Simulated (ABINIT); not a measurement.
## σxx against uniaxial strain in rock-salt MgS (space group 225): C11 (ABINIT, PBEsol)

```
MgS
1.0
    0.00000     2.59164     2.59164
    2.55276     0.00000     2.59164
    2.55276     2.59164     0.00000
Mg S
1 1
Direct
  0.00000   0.00000   0.00000
  0.50000   0.50000   0.50000
```

Computed with PBEsol, norm-conserving pseudopotentials (PseudoDojo nc-sr-04 PBEsol standard) (plane waves; ABINIT 10.0.3). Settings: pseudos = [Mg.upf, S.upf]; ecut = 1497 eV; occopt = 3; tsmear = 0.00036749 Ha; ngkpt = 12 12 12; nshiftk = 1; shiftk = 0 0 0; potentials = PseudoDojo nc-sr-04 PBEsol standard; nband = 13; kptopt = 1; nstep = 50; tolvrs = 1e-10. The cell above is the first row's. The rows stretch one cube axis (x) by the strain ε and hold the other two. Stress is positive in tension. In all rows fractional positions and the k mesh are held.

| ε (%) | σxx (GPa) |
|---|---|
| -1.5 | ? |
| -1.0 | -1.62 |
| -0.5 | -0.78 |
| 0.0 | 0.00 |
| 0.5 | 0.74 |
| 1.0 | 1.44 |
| 1.5 | 2.10 |
| 2.0 | 2.71 |

Fit σxx of the 7 rows that show it with a parabola. Least squares gives σxx = 0.000 + 1.5293·ε - 0.0871·ε². Residuals (row less fit): -0.004, 0.006, 0.000, -0.003, -0.002, 0.002, 0.000; standard error 0.004 (degrees of freedom: 4). The slope at ε = 0, 1.5293 GPa per cent, gives C11 ≈ 100 × 1.5293 = 153 GPa, for the static lattice.

Task: What does the fit predict for σxx at ε = -1.5, and how far is the calculated value from it?

Result: σxx = 0.000 + 1.5293 × (-1.5) - 0.0871 × (-1.5)² = -2.490 GPa. The calculation gives -2.50 GPa, 0.010 GPa below the prediction (0.2 % of the range of σxx in the table). The row lies outside the fitted rows, so this is an extrapolation. From the scatter of the fitted rows alone, a prediction at this place has a standard error of 0.008 GPa, so the miss is 1.3 times that.

Carrying the step between the two nearest rows on in a straight line would have given -2.46, off by 0.04; series whose last step already gives the withheld value aren't shown. The reference cell has the volume at which an earlier scan in this program and functional put its minimum by a fit. The runs keep the symmetry of the cell, so they don't test it for distortions. The unstrained cell stands at a pressure of 0.00 GPa, and the constants belong to that pressure. By symmetry this strain leaves no force on the atoms; the largest in the rows is 0.000 eV/Å. Cutoffs and mesh are single choices, not tested for convergence of this quantity. Series with a scatter that would blur these digits, or in which a gap closes, are not shown. Strain series were run only where this level's volume lies within 10 % of a first guess from the measured size.
